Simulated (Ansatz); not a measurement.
Step by step: formation energy of the neutral Ga_Ge in Ge (diamond, Fd-3m)

This concerns the formation energy of the neutral Ga_Ge in Ge (diamond, Fd-3m). Reaction: Ga (Cmce) + 63 Ge (diamond) → cell A.

A: a supercell of 64 sites of Ge (diamond, Fd-3m) with Ga on a Ge site (4 Ge at 2.47 Å); an odd number of electrons; spin state with PBE: no moments.

Method: Ansatz (a quantum-chemistry and plane-wave program), PAW, neutral cells at 0 K with nuclei at rest, on structures from PBE. Ansatz runs with its default PAW set. Other levels take these structures. The lattices are those relaxed with PBE, so at other levels the solids can be strained, which adds to the spread. Larger cells are relaxed from a start prepared with the learned potential CHGNet till forces fall under 0.03 eV/Å, which some starts already meet. A dispersion term (D3(BJ), or D4 for r2SCAN) was computed beside these levels and is taken off wherever the name lacks it. Mesh and cell size may move defect energies by 0.1 eV or more. Cell A has symmetry P-43m within 0.02 Å and got no random move, so less symmetric positions, which may lie lower, weren't tried.

Total energies of the cells in eV, at zero smearing width. They compare only within one column; the weights balance every element.

```csv
cell,atoms,weight,PBE,r2SCAN+D4
A: Ge:Ga_Ge,64,+1,-274366.59624,-274879.27352
Ga (Cmce),4,−1/4,-15132.08234,-15161.62017
Ge (diamond),64,−63/64,-274878.59808,-275391.88871
```

PBE: (-274366.59624) − 1/4 × (-15132.08234) − 63/64 × (-274878.59808) = 0.044 eV.

r2SCAN+D4: (-274879.27352) − 1/4 × (-15161.62017) − 63/64 × (-275391.88871) = 0.022 eV.
